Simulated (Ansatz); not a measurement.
```cif
data_GaTi
_chemical_formula_sum 'Ti1 Ga1'
_space_group_name_H-M_alt 'P 1'
_space_group_IT_number 1
_cell_length_a 2.77749
_cell_length_b 2.77749
_cell_length_c 3.91419
_cell_angle_alpha 90.000
_cell_angle_beta 90.000
_cell_angle_gamma 90.000
loop_
_space_group_symop_operation_xyz
  'x, y, z'
loop_
_atom_site_label
_atom_site_type_symbol
_atom_site_fract_x
_atom_site_fract_y
_atom_site_fract_z
_atom_site_occupancy
Ti1 Ti 0.50000 0.50000 0.50000 1
Ga1 Ga 0.00000 0.00000 0.00000 1
```

TiGa (P4/mmm), PBEsol, DFPT electron-phonon coupling, linearised Boltzmann equation (plane waves, PAW, scalar-relativistic; Ansatz, a quantum-chemistry and plane-wave program): the phonon-limited resistivity at 300 K is 12.7 μΩ·cm (x, the basal plane), 12.7 μΩ·cm (y, the basal plane), 28.3 μΩ·cm (z, c). Third figures are kept for the arithmetic.

Problem. How anisotropic is it, and between which bounds lies a dense polycrystal with random grains and no boundary scattering?

Solution. Largest over smallest: 2.2. Upper bound, grains in series: (12.7 + 12.7 + 28.3)/3 = 17.9 μΩ·cm. Lower bound, grains side by side: 3/Σ(1/ρ) = 15.6 μΩ·cm. The best single-crystal direction lies 18 % under the lower bound.

Problem. The current-weighted mean free path is 7.02 nm along x and 5.89 nm along z. How does ρ₀ℓ differ between these directions?

Solution. x: 12.7 × 7.02 = 8.9×10⁻¹⁶ Ω·m²; z: 28.3 × 5.89 = 16.7×10⁻¹⁶ Ω·m², a ratio of 1.87. The size effect in a wire also hangs on the velocities towards its walls, so the isotropic formulas don't carry over to this crystal.

A metal at this level (no band gap). Only scattering by harmonic phonons is included (no impurities, grain boundaries, electron-electron scattering or thermal expansion). Spin-orbit coupling is left out. Halving the electron mesh (32x32x24) moves the resistivity by up to 7 % at 300 K, the mean free path by up to 3 %. Smearing 0.20 eV; phonons on a 5x5x4 q mesh, which this run doesn't test.

Computed structure with no diffraction record at hand here (it may be known, metastable or hypothetical): TiGa (P4/mmm).
